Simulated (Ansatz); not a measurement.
Base system: MoP (space group P-6m2, No. 187; a = 3.2076 Å, c = 3.1727 Å; relaxed with 0.1 eV smearing).

The values are results of DFT with PBEsol, PAW potentials and a 420 eV plane-wave cutoff in Ansatz (a first-principles code), without spin-orbit coupling, not measurements.

Before the change:

The pressure comes out as 0.0 GPa.

The change: an isotropic linear strain of +1.00 %, atoms relaxed at fixed cell.

**Question.** What happens to the energy relative to the base and pressure?

**Answer.** The energy goes up by 9.3 meV/atom; the pressure (mean of the normal stresses, compression positive) goes from zero to -6.8 GPa.

Whether these cells are dynamically stable was not tested. The final runs are not spin-polarised. An odd electron count without spin: MoP.
